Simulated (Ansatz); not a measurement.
Consider Ge in the diamond structure (space group Fd-3m, No. 227).

```yaml
crystal:
  lattice:
    - [0.00000, 2.83808, 2.83808]
    - [2.83808, 0.00000, 2.83808]
    - [2.83808, 2.83808, 0.00000]
  atoms:
    - { symbol: Ge, position: [0.00000, 0.00000, 0.00000] }
    - { symbol: Ge, position: [0.25000, 0.25000, 0.25000] }
```

Cartesian axes are those of the cell as printed.

All numbers come from PBEsol (Ansatz, a program for electronic structure; PAW; 420 eV plane waves; spin-orbit coupling left out).

Base values:

The pressure is 0.0 GPa and the volume per atom is 22.86 Å³.

One thing is altered: biaxial strain +0.50 %, plane normal [001], relaxed out of plane (Cartesian); in-plane vectors clamped, the third vector and the atoms free.

### Question
What happens to the pressure, energy relative to the base and volume per atom?

### Answer
The pressure (mean of the normal stresses, compression positive) goes from zero to -0.4 GPa; the energy increases by 0.4 meV/atom; the volume per atom goes up by 0.14 Å³, from 22.86 Å³ to 23.00 Å³.

Whether these cells are dynamically stable was not tested.
